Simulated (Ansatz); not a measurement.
Base system: SiO2 (space group P3_221, No. 154; a = 4.949 Å, c = 5.441 Å).

Method: PBEsol in Ansatz (plane waves to 420 eV, PAW, no SOC).

For the base:

| Property | Result |
|---|---|
| Gap character | indirect, K → Γ |
| Band gap | 5.72 eV |
| Lattice parameter a | 4.949 Å |
| Smallest direct gap | 6.03 eV |

One thing is altered: cell and atoms relaxed at a pressure of 22.5 GPa.

Question: How does this affect the gap character?

Answer: The gap character becomes indirect, M → Γ (base: indirect, K → Γ).

Question: How does this affect the band gap?

Answer: The band gap grows by 0.85 eV to 6.57 eV.

Question: Predict the new lattice parameter a.

Answer: The lattice parameter a drops by 0.593 Å (4.949 Å → 4.356 Å).

Question: Predict the new smallest direct gap.

Answer: The smallest direct gap goes up by 0.67 eV to 6.70 eV.

Load acts through the strain it causes; cell and atoms are relaxed under it. Whether these cells are dynamically stable was not tested. No other phases were tried under pressure.

Ansatz is a first-principles code.
